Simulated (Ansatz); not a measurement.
Here is the system:

```
CELL_PARAMETERS angstrom
     -2.16148     2.16148     2.16148
      2.16148    -2.16148     2.16148
      2.16148     2.16148    -2.16148
ATOMIC_POSITIONS crystal
  Ca 0.00000 0.00000 0.00000
```

No spin polarisation.

A single point on Cs with a change (Cs → Ca), its geometry relaxed with PBEsol.

Computed with plane-wave PAW DFT at the r2SCAN level (Ansatz, a quantum-chemistry and plane-wave program, 500 eV), without spin-orbit coupling. k-mesh 15×15×15 (Γ-centred); smearing 0.05 eV (Fermi–Dirac).

Q: Predict the pressure.

A: 1.3 GPa.

Q: What is the computed band gap?

A: Zero.

Single points use the geometry relaxed with PBEsol. No phonon test of stability was made. The cell was made from Cs by this change: Cs → Ca; the result is a model cell. This is not the structure that Ca has at room temperature and ambient pressure.
